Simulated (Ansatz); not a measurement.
## Ansatz run on BaTiO3 (Pm-3m, 5 atoms in the cell): self-consistent single point

Level of theory: PBE (plane waves, PAW; Ansatz, a first-principles code).

Input:

Ansatz 0.2 input:
```yaml
# BaTiO3
crystal:
  lattice:
    - [4.069398, 0.000000, 0.000000]
    - [0.000000, 4.069398, 0.000000]
    - [0.000000, 0.000000, 4.069398]
  atoms:
    - { symbol: Ba, position_ang: [2.034699, 2.034699, 2.034699] }
    - { symbol: Ti, position_ang: [0.000000, 0.000000, 0.000000] }
    - { symbol: O, position_ang: [2.034699, 0.000000, 0.000000] }
    - { symbol: O, position_ang: [0.000000, 2.034699, 0.000000] }
    - { symbol: O, position_ang: [0.000000, 0.000000, 2.034699] }
kpoints:
  mp_grid: { grid: [4, 4, 4] }
hamiltonian:
  xc: pbe
  pseudopotentials: { kind: paw }
scf:
  occupations: { method: fixed }
output:
  forces: true
  eigenvalues: true
  stress: true
```

Output (repeated stretches shortened):

```
WARN basis.ecutwfc = 420 eV, the default
WARN ansatz: RAYON_NUM_THREADS=1 ignored (pool sized by the plan → 1); use --threads N
Pseudopotentials: kind: paw
Pseudopotential: Ba, paw, valence charge 10
Pseudopotential: Ti, paw, valence charge 12
Pseudopotential: O, paw, valence charge 6
Crystal: 5 atoms, lattice volume = 67.389 Å³
Basis set: ecut = 420 eV, 1357 PW (Γ), exchange–correlation on 60×60×60 points (8 copies of the dense FFT grid, shifted against one another)
Bands: 25, of which v1, the nominal top of the filled ones, is band 20 counted from 1 (19 counted from 0)
Symmetry: 48 space group operations
Space group: Pm-3m (ITA 221), of the structure as read, at distance tolerance 4.1e-5 Å
k-points: 10 of 64
Initial density: superposition of atomic densities (neutral atoms: chi_scale 0, normalization atom), corrected by the library's trained network
Initial wavefunctions: pseudopotential atomic-orbital guess
Eigensolver: davidson
Functional: x = pbe(κ = 0.804, μ = 0.2195149727645171), c = pbe(β = 0.06672455060314922)
SCF iter   1: F=—  HF=-10159.505627 eV  |F-HF|=—  |Δ(HF+E_count)|=         —  Δρ=9.44e-4  dr2=1.83e-4  ethr=1.77e-3  ⟨swp⟩=4.3  Hψ=1055  notcnv=0  defer=18
all-band conjugate gradients solve this SCF's bands
preconditioner: auto → Resta (q_TF=auto, 2.501 Å⁻¹)
SCF iter   2: F=—  HF=-10159.505947 eV  |F-HF|=—  |Δ(HF+E_count)|=   3.20e-4  Δρ=4.82e-4  dr2=5.44e-5  ethr=4.58e-7  ⟨swp⟩=2.2  Hψ=557  notcnv=0  defer=25
SCF iter   3: F=—  HF=-10159.506061 eV  |F-HF|=—  |Δ(HF+E_count)|=   1.15e-4  Δρ=3.15e-4  dr2=7.59e-5  ethr=1.36e-7  ⟨swp⟩=2.0  Hψ=464  notcnv=0  defer=25
SCF iter   4: F=—  HF=-10159.506050 eV  |F-HF|=—  |Δ(HF+E_count)|=   1.14e-5  Δρ=3.98e-5  dr2=1.51e-6  ethr=1.36e-7  ⟨swp⟩=2.3  Hψ=358  notcnv=0  defer=24
SCF iter   5: F=—  HF=-10159.506050 eV  |F-HF|=—  |Δ(HF+E_count)|=   2.49e-7  Δρ=2.39e-5  dr2=3.88e-7  ethr=3.79e-9  ⟨swp⟩=2.2  Hψ=447  notcnv=0  defer=22
SCF iter   6: F=-10159.506050 eV  HF=-10159.506050 eV  |F-HF|=3.84e-8  |Δ(HF+E_count)|=   9.56e-8  Δρ=8.24e-6  dr2=5.28e-8  ethr=2.50e-10  ⟨swp⟩=10.0  Hψ=1460  notcnv=0
SCF 1 converged in 6 iterations: F = -10159.506050 eV  dr2 = 5.28e-8
SCF converged after 6 iterations
Free energy (F): -10159.506050 eV
Harris-Foulkes:  -10159.506050 eV  (|F-HF|=3.84e-8)
Internal energy: -10159.506050 eV  (E = F + TS)
E sigma→0 (E₀):  -10159.506050 eV
Fermi energy:    9.622232 eV
--- Per-component energies (eV) ---
  E_band       = -168.584598
  E_kinetic    = 964.410365
  E_local      = -2153.477529  (includes V_loc(G=0)·N_el)
  E_nonlocal   = 203.028660
  E_hartree    = 834.678401
  E_xc         = -489.989227
  E_vxc        = -544.110540  (∫ρ·V_xc dr)
  E_paw        = -6743.666529  (= ΣΔE_a)
  E_vpaw       = -307.803044  (= ΣTr[D̂ρ^β])
  E_aug_tail   = 0.007474  (compensation charges beyond the density's cutoff)
  E_ewald      = -2774.497665
  E_smearing   = -0.000000  (= −TS)
  E_closure    = 0.000000  (closes the sum)
  Σ components = -10159.506050   (vs F -10159.506050, Δ=0.00e0)
--- Forces (eV/Å), atoms counted from 1 ---
  atom   1  Ba     0.00000000     0.00000000     0.00000000
   [... zero for the other atoms too ...]
  max |Σ_I F_I| component: 2.78e-29 eV/Å
--- Stress (GPa, compression-positive) ---
       -5.543870       0.000000       0.000000
        0.000000      -5.543870       0.000000
       -0.000000       0.000000      -5.543870
  P = ⅓ Tr σ = -5.5439 GPa (-55.439 kbar)
  The stress holds the Pulay correction. Without it, at fixed plane waves, as pw.x and ABINIT print it: P = -6.0654 GPa
--- Band table (eV; the first three rows and the last of 10) ---
  k-point 0: bands = ["-47.1615", "-23.3529", "-23.3529", "-23.3529", "-15.1534", "-7.1100", "-6.4353", "-6.4353", "-0.3300", "-0.3300", "-0.3300", "7.3390", "7.3390", "7.3390", "8.5910", "8.5910", "8.5910", "9.4688", "9.4688", "9.4688", "11.3075", [...]
  k-point 1: bands = ["-47.1612", "-23.3727", "-23.3521", "-23.3521", "-15.1077", "-7.1476", "-6.4214", "-6.3695", "-0.2598", "-0.2598", "-0.1643", "6.5472", "7.2045", "7.2045", "8.1297", "8.1297", "8.2166", "8.4363", "9.1661", "9.1661", "11.3626", [...]
  k-point 2: bands = ["-47.1608", "-23.3925", "-23.3513", "-23.3513", "-15.0610", "-7.2581", "-6.4074", "-6.2104", "-0.1866", "-0.1866", "-0.0028", "5.7909", "6.9909", "6.9909", "7.7776", "7.8714", "7.8714", "7.8981", "8.9485", "8.9485", "11.4196", [...]
  k-point 9: bands = ["-47.1596", "-23.3882", "-23.3882", "-23.3882", "-14.9456", "-6.2560", "-6.2560", "-6.2560", "-0.9370", "-0.9370", "-0.9370", "5.2817", "5.9702", "5.9702", "7.2650", "7.2650", "7.2650", "9.6222", "9.6222", "9.6222", "13.5075", [...]
```

The run converged in 6 iterations.

The starting cell comes from a database of computed structures (which also holds hypothetical and non-ambient phases and stackings), without a prior relaxation at this level. Its lattice was rescaled by a random factor within 2.5 % of one. With a pressure of about -6 GPa the cell is away from its equilibrium volume at this level. Ansatz's pressure includes its estimate of the finite-basis (Pulay) stress. Without the estimate this run gives -6.07 GPa.
